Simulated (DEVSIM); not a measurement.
# abrupt Si p-n junction

System: abrupt Si p-n junction, at 300 K.

| layer (left to right) | material | thickness (μm) | Nd (cm⁻³) | Na (cm⁻³) | τn (s) | τp (s) |
|---|---|---|---|---|---|---|
| 1 | Si | 0.160 | - | 1.8e16 | 2.5e-6 | 2.5e-6 |
| 2 | Si | 63.0 | 1.4e17 | - | 2.5e-6 | 2.5e-6 |

Left contact: ohmic. Right contact: ohmic. Voltage is applied to the left contact. Recombination: SRH at mid-gap, Auger. Mobility is μmin + (μ − μmin)/(1 + (N/Nref)^α).

This is a model device: material constants are rounded textbook-type values typed into the input, and sizes, dopings and lifetimes were drawn at random. Values at 300 K.

| parameter | Si |
|---|---|
| gap (eV) | 1.124 |
| affinity (eV) | 4.05 |
| permittivity | 11.7 |
| Nc (cm⁻³) | 2.86e19 |
| Nv (cm⁻³) | 3.1e19 |
| μn (cm²/Vs) | 1417 |
| μp (cm²/Vs) | 470 |
| μn,min | 52 |
| μp,min | 45 |
| Nref,n | 9.7e16 |
| Nref,p | 2.2e17 |
| αn | 0.68 |
| αp | 0.72 |
| Cn (cm⁶/s) | 2.8e-31 |
| Cp (cm⁶/s) | 9.9e-32 |

Model (solved in DEVSIM): 1D drift-diffusion, Boltzmann statistics, complete ionisation; no tunnelling, impact ionisation, image-force lowering or self-heating.

| Quantity | Value |
|---|---|
| Potential step across the device at zero bias | 0.794 V |
| Largest field in the device at zero bias | 64000 V/cm |
| Dark forward voltage at 1 A/cm² | 0.488 V |
| Dark forward voltage at 100 A/cm² | 0.666 V |

Small-signal capacitance in reverse bias (quasi-static):

```json
[
 {"V (V)": "-0.4", "C (nF/cm²)": "52.1"},
 {"V (V)": "-1", "C (nF/cm²)": "48.8"},
 {"V (V)": "-2", "C (nF/cm²)": "44.4"},
 {"V (V)": "-3", "C (nF/cm²)": "41.1"},
 {"V (V)": "-4", "C (nF/cm²)": "38.4"}
]
```

Dark forward current:

| V (V) | J (A/cm²) |
|---|---|
| 0.05 | 1.5e-7 |
| 0.15 | 6.4e-6 |
| 0.20 | 3.9e-5 |
| 0.30 | 0.0014 |
| 0.40 | 0.048 |
| 0.45 | 0.27 |
| 0.55 | 7.9 |
| 0.60 | 31 |
| 0.70 | 150 |
| 0.80 | 330 |
| 0.85 | 430 |
| 0.95 | 630 |
| 1.05 | 850 |
| 1.10 | 950 |
| 1.20 | 1200 |
| 1.25 | 1300 |
| 1.35 | 1500 |
| 1.45 | 1700 |
| 1.50 | 1800 |
| 1.60 | 2100 |
